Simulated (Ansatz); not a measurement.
An Ansatz (a first-principles code) run: HfS2 with a change (x(Zr) = 0.5, 12 atoms, P-1); Ansatz, PBEsol-D3(BJ), PAW, cutoff 420 eV, without spin-orbit coupling.

Input:

Ansatz 0.2 input:
```yaml
crystal:
  lattice:
    - [6.170207823, 0, 0]
    - [-3.0847199755, 5.8369937737, 0]
    - [-0.0000031203, -2.1758734528, 6.7859681725]
  atoms:
    - { symbol: Hf, position: [0.750000931, 0.0000373454, 0.6246720167] }
    - { symbol: Zr, position: [0.7499773383, 0.9999189008, 0.1253068122] }
    - { symbol: Zr, position: [0.2500226617, 0.0000810992, 0.8746931878] }
    - { symbol: Hf, position: [0.249999069, 0.9999626546, 0.3753279833] }
    - { symbol: S, position: [0.2133098714, 0.2629922534, 0.6889127026] }
    - { symbol: S, position: [0.2166402026, 0.2636434643, 0.1928037567] }
    - { symbol: S, position: [0.7167099776, 0.2637178153, 0.9390983233] }
    - { symbol: S, position: [0.7132788302, 0.262907405, 0.4425943252] }
    - { symbol: S, position: [0.2832900224, 0.7362821847, 0.0609016767] }
    - { symbol: S, position: [0.2867211698, 0.737092595, 0.5574056748] }
    - { symbol: S, position: [0.7866901286, 0.7370077466, 0.3110872974] }
    - { symbol: S, position: [0.7833597974, 0.7363565357, 0.8071962433] }
basis: { ecutwfc: 420, ecutrho_ratio: 4, xc_grid: 2, fft_grid_basis: typed }
kpoints: { mp_grid: { grid: [6, 6, 5] } }
hamiltonian:
  xc: pbesol
  dispersion: d3bj
  pseudopotentials: { kind: paw }
scf: { occupations: { method: fermi_dirac, width: 0.05 }, convergence: { dr2_threshold: 0.0000000012 } }
output: { forces: true, stress: true }
checkpoint: { write: state.ck, write_every: 1000 }
```

Output (explanatory and most iteration lines left out):

```
Pseudopotential: Hf, paw, valence charge 26
Pseudopotential: Zr, paw, valence charge 12
Pseudopotential: S, paw, valence charge 6
Crystal: 12 atoms, lattice volume = 244.400 Å³
Basis set: ecut = 420 eV, 4755 PW (Γ), exchange–correlation on 90×90×96 points (8 copies of the dense FFT grid, shifted against one another)
Bands: 74, of which v1, the nominal top of the filled ones, is band 62 counted from 1 (61 counted from 0)
Symmetry: 2 space group operations
Space group: P-1 (ITA 2), of the structure as read, at distance tolerance 6.3e-5 Å
k-points: 92 of 180
Functional: x = pbesol(κ = 0.804, μ = 0.12345679012345678), c = pbesol(β = 0.046)
SCF iter   1: F=—  HF=-46555.460205 eV  |F-HF|=—  |Δ(HF+E_count)|=         —  Δρ=5.43e-3  dr2=1.34e-1  ethr=1.77e-3  ⟨swp⟩=6.1  Hψ=23932  notcnv=0  defer=25
SCF iter   2: F=—  HF=-46555.433496 eV  |F-HF|=—  |Δ(HF+E_count)|=   2.67e-2  Δρ=1.90e-3  dr2=9.70e-3  ethr=1.08e-4  ⟨swp⟩=2.1  Hψ=10460  notcnv=0  defer=176
SCF 1 converged in 10 iterations: F = -46555.432630 eV  dr2 = 3.79e-10
SCF converged after 10 iterations
Free energy (F): -46555.432630 eV
Internal energy: -46555.432158 eV  (E = F + TS)
E sigma→0 (E₀):  -46555.432394 eV
Entropy (-TS):   -0.000472 eV (-0.039 meV/atom)
Fermi energy:    9.956373 eV
  E_disp       = -4.141015  (pairwise vdW)
--- Forces (eV/Å), atoms counted from 1 ---
  atom   1  Hf    -0.00020751     0.00030058     0.00036244
  atom   2  Zr     0.00011094    -0.00066819    -0.00004176
  atom   3  Zr    -0.00011094     0.00066819     0.00004176
  atom   4  Hf     0.00020751    -0.00030058    -0.00036244
  atom   5  S      0.00027560     0.00021039     0.00006747
  atom   6  S      0.00031131     0.00032695     0.00001082
  atom   7  S      0.00038111     0.00031098    -0.00015148
  atom   8  S      0.00022047     0.00035826    -0.00011027
  atom   9  S     -0.00038111    -0.00031098     0.00015148
  atom  10  S     -0.00022047    -0.00035826     0.00011027
  atom  11  S     -0.00027560    -0.00021039    -0.00006747
  atom  12  S     -0.00031131    -0.00032695    -0.00001082
--- Stress (GPa, compression-positive) ---
        0.000950       0.001245       0.000533
        0.001245      -0.002363      -0.000959
        0.000533      -0.000959       0.000379
  P = ⅓ Tr σ = -0.0003 GPa (-0.003 kbar)
```

Each cell is one ordered arrangement of few atoms, which overstates ordering effects compared with a random alloy. With Hf present, leaving out spin-orbit coupling can change the band edges. No phonon test of stability was made. The cell was made from HfS2 by this change: x(Zr) = 0.5, 12 atoms, P-1.
